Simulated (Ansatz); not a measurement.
Base system: GaP in the zinc blende structure (space group F-43m, No. 216; a = 5.439 Å).

All numbers come from PBEsol (Ansatz, a quantum-chemistry and plane-wave program), no spin-orbit coupling.

Before the change:

The hole mass is 0.11, 0.37, 0.37 mₑ (at Γ) and the band gap is 1.45 eV. The width of the top valence band is 3.51 eV.

One thing is altered: the cell is scaled by 0.9950 in all directions, atoms relaxed at fixed cell.

Q: How does this affect the hole mass, energy relative to the base, band gap and width of the top valence band?

A: The hole mass (degenerate bands, along [100]) becomes 0.11, 0.36, 0.36 mₑ (at Γ) (base: 0.11, 0.37, 0.37 mₑ (at Γ)); the energy goes up by 1.2 meV/atom; the band gap shrinks by 0.028 eV, from 1.45 eV to 1.43 eV; the width of the top valence band rises by 0.07 eV, from 3.51 eV to 3.58 eV.

The cells carry an imposed strain or load. Masses are band curvatures over ±0.01 Å⁻¹ around the edge. No phonon test of stability was made.
